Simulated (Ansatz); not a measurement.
The starting structures come from a database of crystals and need not be the phases stable at ambient conditions.

By PBEsol, the system below comes out a metal.

A figure of merit of an interconnect metal is its ballistic conductance per area.

Here is the system:

```
CELL_PARAMETERS angstrom
      3.83365     0.00000     0.00000
      0.00000     4.28660     0.00000
      0.00000     2.14330     5.28378
ATOMIC_POSITIONS crystal
  Y  0.75000 0.14063 0.71874
  Y  0.25000 0.85937 0.28126
  Si 0.75000 0.42448 0.15104
  Si 0.25000 0.57552 0.84896
```

Space group of this cell: Cmcm. The cell is taken as given; by PBEsol its mean pressure is -2.7 GPa.

The current flows along the normal of the first two printed cell vectors. No spin-orbit coupling; the value is a mean over 0.1 eV about the Fermi level.

**Question.** Give the ballistic conductance per area that PBEsol run with Ansatz (a program for electronic structure) yields.

**Answer.** 0.30 × 10¹⁵ S/m² for both spins.
